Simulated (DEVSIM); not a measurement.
Device: TaN/HfO2/SiO2/p-Si capacitor, at 300 K.

Layer 1 from the left is HfO2, thickness (nm) 21.0. Layer 2 from the left is SiO2, thickness (nm) 1.10. Layer 3 from the left is Si, thickness (nm) 7800, Na (cm⁻³) 5.4e15.

Metal gate on the left, work function 4.4 eV. Fixed charge at the semiconductor interface 0 cm⁻² (in units of +e); no interface traps.

This is a model device: material constants are rounded textbook-type values typed into the input, and sizes, dopings and lifetimes were drawn at random. Values at 300 K.

HfO2: gap (eV) 5.7, affinity (eV) 2.5, permittivity 22. SiO2: gap (eV) 9, affinity (eV) 0.9, permittivity 3.9. Si: gap (eV) 1.124, affinity (eV) 4.05, permittivity 11.7, Nc (cm⁻³) 2.86e19, Nv (cm⁻³) 3.1e19.

**Question.** Estimate by hand the flat-band voltage, the threshold voltage, and compare with a numerical solution.

**Answer.** 
- Flat-band voltage: C = 0.716 μF/cm², work-function difference -0.550 V; VFB = φms − qNf/C = -0.55 V; numerical -0.55 V.
- Threshold voltage: φF = 0.339 V, depletion charge √(4εqNφF) = 3.49e-8 C/cm²; VT = VFB + 2φF + Qd/C = 0.18 V; numerical 0.18 V.

Simulated with DEVSIM: 1D Poisson equation in equilibrium, Boltzmann statistics, complete ionisation; no quantum confinement or tunnelling. Metal contacts follow the ideal Schottky-Mott rule: no Fermi-level pinning, no interface dipoles.
